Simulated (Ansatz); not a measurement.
**A computed series for Zn: element substitutions**

Consider Zn in the hcp (Mg type) structure (space group P6_3/mmc, No. 194; a = 2.647 Å, c = 4.678 Å).

Each row replaces one element on all its sites; cell and atoms are relaxed.

All numbers come from r2SCAN/PAW in Ansatz (a program for electronic structure), scalar-relativistic without spin-orbit coupling, earlier PAW set.

Candidates:
(a) Zn → Mn
(b) Zn → Be
(c) Zn → In

Before the change:

The lattice parameter a is 5.002 bohr.

**Question.** Order them by lattice parameter a, lowest first.

**Answer.** (b) Zn → Be (4.277 bohr), (a) Zn → Mn (4.645 bohr), (c) Zn → In (6.300 bohr)

No phonon test of stability was made. For Mn and In in this form, whether it has been made was not checked. Starting moments died away, wholly or in part, for Zn → Mn; another magnetic solution may exist. The final runs are not spin-polarised. This is not the structure that Mn has at room temperature and ambient pressure. This is not the structure that In has at room temperature and ambient pressure.
